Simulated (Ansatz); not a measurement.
Here is the system:

```
CELL_PARAMETERS angstrom
      2.00415     1.15709     6.54319
     -2.00415     1.15709     6.54319
      0.00000    -2.31419     6.54319
ATOMIC_POSITIONS crystal
  Al 0.99975 0.99975 0.99975
  Ga 0.50015 0.50015 0.50015
  As 0.12499 0.12499 0.12499
  As 0.62512 0.62512 0.62512
```

Level of theory: PBEsol, rigid bands (plane waves, PAW, scalar-relativistic; Ansatz, a program for electronic structure). Geometry: cell and atoms relaxed with PBEsol.

**Question.** What conductivity effective mass do dilute electrons have at 300 K?

**Answer.** 0.063 (x), 0.063 (y), 0.099 (z) mₑ.

**Question.** And the band gap?

**Answer.** 0.82 eV at this level; semilocal functionals usually fall short of the measured gap.

Rigid bands, one relaxation time for all states, no polarons. Spin-orbit coupling is left out; where it splits the top of the valence band it changes the hole mass and lowers the gap by about a third of the splitting.

Computed structure, not matched to a measured one here, so possibly hypothetical: GaAlAs2 (R3m).
